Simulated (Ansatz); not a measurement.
H interstitial started on As in zinc-blende BAs (start: bound to As, open side; 64-site cell, 2×2×2 shifted sampling). These are PBE, PAW (plane waves to 420 eV; Ansatz, a quantum-chemistry and plane-wave program) values and carry that method's errors. Total energies of the localised charge states, counted from that of charge +1, and their image corrections (point charge with alignment); the host's valence-band maximum lies at 10.804 eV on the cells' energy zero and its gap is 1.20 eV.

```
charge         moment (μB)  E − E(first) (eV)  correction (eV)
------  ------------------  -----------------  ---------------
+1      not spin-polarised              0.000            0.209
0                      1.0             11.365            0.000
−1      not spin-polarised             23.066            0.148
```

Problem. Derive the transition levels above the valence-band maximum and say which of them are thermodynamic.

Solution. A level is the Fermi energy at which two charges have equal formation energy: ε(q/q′) = [E(q′) + corr(q′) − E(q) − corr(q)] / (q − q′) − E_VBM.
ε(+1/0) = [(11.365 + 0.000) − (0.000 + 0.209)] / 1 − 10.804 = 0.35 eV
ε(0/−1) = [(23.066 + 0.148) − (11.365 + 0.000)] / 1 − 10.804 = 1.05 eV
Thermodynamic levels at least 0.1 eV inside the gap: (+1/0) at 0.35 eV; (0/−1) at 1.05 eV. They hold to tenths of an eV in this cell. Only the charges listed were compared. The geometries come from one start. Flagged in the runs: a doubtful potential alignment, a strain field that reaches the edge of the cell.
